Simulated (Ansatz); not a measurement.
The reference is MgO (space group P6_3/mmc, No. 194; a = 3.494 Å, c = 4.194 Å; a cell from a computed database, its experimental status unchecked). Axes: x lies along a and z along c of the hexagonal cell.

Now apply this change: tensile biaxial strain of 3.34 % in the plane normal to [001], as in epitaxy on a mismatched substrate; the out-of-plane cell vector and the atoms relax.

Levels (all Ansatz, an electronic-structure program, PAW): PBEsol (420 eV, no spin-orbit coupling); r2SCAN (500 eV, no spin-orbit coupling); HSE06 (420 eV, without spin-orbit coupling).

At the geometry relaxed with PBEsol, these levels gave the following band gaps, in shuffled order: (a) 4.83 eV, (b) 3.87 eV, (c) 3.12 eV.

**Question.** Match each gap to its level.

**Answer.** (a) HSE06; (b) r2SCAN; (c) PBEsol.

Single points use the geometry relaxed with PBEsol. No phonon test of stability was made. This is not the structure that MgO has at room temperature and ambient pressure.
